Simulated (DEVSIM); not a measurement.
Structure: Pd/SiO2/p-Si capacitor, at 250 K.

| layer (left to right) | material | thickness (nm) | Na (cm⁻³) |
|---|---|---|---|
| 1 | SiO2 | 4.00 | - |
| 2 | Si | 6000 | 4.6e14 |

Metal gate on the left, work function 5.2 eV. Fixed charge at the semiconductor interface 0 cm⁻² (in units of +e); no interface traps.

This is a model device: material constants are rounded textbook-type values typed into the input, and sizes, dopings and lifetimes were drawn at random. Values at 300 K; Nc and Nv go as T^1.5, mobilities as T to minus their exponent, the gap by Varshni's rule with the affinity fixed.

| parameter | SiO2 | Si |
|---|---|---|
| gap (eV) | 9 | 1.124 |
| affinity (eV) | 0.9 | 4.05 |
| permittivity | 3.9 | 11.7 |
| Nc (cm⁻³) | - | 2.86e19 |
| Nv (cm⁻³) | - | 3.1e19 |
| Varshni α (eV/K) | - | 0.000473 |
| Varshni β (K) | - | 636 |

Model (solved in DEVSIM): 1D Poisson equation in equilibrium, Boltzmann statistics, complete ionisation; no quantum confinement or tunnelling. Metal contacts follow the ideal Schottky-Mott rule: no Fermi-level pinning, no interface dipoles.

Task: Tabulate band edges, carrier densities and field at 0.7 V on the gate.

Result: Energies count from the Fermi level of the right contact; mesh points crowd at the junctions.

```csv
x (μm),Ec (eV),Ev (eV),n (cm⁻³),p (cm⁻³),field (V/cm)
0.000,3.600,-5.400,< 1e2,< 1e2,23000
0.001129,3.603,-5.397,< 1e2,< 1e2,23000
0.002509,3.606,-5.394,< 1e2,< 1e2,23000
0.003739,3.609,-5.391,< 1e2,< 1e2,23000
0.005457,0.460,-0.676,1.1e10,560000,7700
0.008743,0.463,-0.673,1.0e10,630000,7700
0.01571,0.468,-0.668,7.9e9,810000,7700
0.04090,0.487,-0.649,3.3e9,2000000,7500
0.08583,0.520,-0.616,7.1e8,9100000,7200
0.1900,0.591,-0.545,2.6e7,2.4e8,6400
0.4109,0.716,-0.421,82000,7.9e10,4900
1.210,0.896,-0.241,< 1e2,3.3e14,380
2.634,0.902,-0.234,< 1e2,4.6e14,≈ 0
4.481,0.902,-0.234,< 1e2,4.6e14,≈ 0
5.472,0.902,-0.234,< 1e2,4.6e14,≈ 0
5.769,0.902,-0.234,< 1e2,4.6e14,≈ 0
5.897,0.902,-0.234,< 1e2,4.6e14,≈ 0
5.957,0.902,-0.234,< 1e2,4.6e14,≈ 0
5.988,0.902,-0.234,< 1e2,4.6e14,≈ 0
5.998,0.902,-0.234,< 1e2,4.6e14,≈ 0
6.002,0.902,-0.234,< 1e2,4.6e14,≈ 0
6.004,0.902,-0.234,< 1e2,4.6e14,≈ 0
```
